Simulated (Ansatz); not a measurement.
```
SnO
1.0
    3.76851     0.00000     0.07537
    0.00000     3.76851     0.00000
    0.09114     0.00000     4.55708
Sn O
2 2
Direct
  0.50831   0.00000   0.74622
  0.99169   0.50000   0.25378
  0.50173   0.50000   0.00016
  0.99827   0.00000   0.99984
```

No spin polarisation.

Computed with PBEsol-D3(BJ) in Ansatz (plane waves to 420 eV, PAW, no SOC). Settings: 15×15×13 k-points, 0.1 eV Fermi–Dirac smearing.

### Question
Predict the band gap, stress and space group.

### Answer
* **Band gap**: zero
* **Stress (xx, yy, zz, yz, xz, xy; compression positive)**: (0.1, 0.1, 0.2, 0.0, -1.6, 0.0) GPa
* **Space group**: P2_1/m (No. 11)

The cells carry an imposed strain or load. No phonon test of stability was made. The final runs are not spin-polarised. The cell was made from SnO (space group P4/nmm, No. 129; layered, stacked along the Cartesian z axis) by this change: tensor shear ε_xz = +2.00 %. The zero or small gap of SnO can change with the level of theory.

Ansatz is a program for electronic structure.
